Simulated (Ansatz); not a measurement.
# AgI in the zinc blende structure (space group F-43m, No. 216)

```
CELL_PARAMETERS angstrom
      0.00000     3.22493     3.22493
      3.22493     0.00000     3.22493
      3.22493     3.22493     0.00000
ATOMIC_POSITIONS crystal
  I  0.75000 0.75000 0.75000
  Ag 0.00000 0.00000 0.00000
```

Method: PBEsol (Ansatz, a quantum-chemistry and plane-wave program; PAW; 420 eV plane waves; scalar-relativistic without spin-orbit coupling). k-mesh 9×9×9 (Γ-centred); smearing 0.05 eV (Fermi–Dirac).

The volume per atom is 33.54 Å³, the density comes out as 5.81 g/cm³ and the band gap is 1.20 eV, direct at Γ. The electron mass is 0.15 mₑ and the hole mass (degenerate bands, along [100]) is 0.18, 0.68, 0.68 mₑ. The lowest conduction-band minima above the VBM is Γ 1.20 eV; L along ⟨111⟩ 2.64 eV. The total energy comes out as -7477.460 eV/atom (σ→0; compares only within this code and set-up).

Spin-orbit coupling, missing from the scalar runs, can matter with I. Masses are band curvatures over ±0.01 Å⁻¹ around the edge. Whether these cells are dynamically stable was not tested.
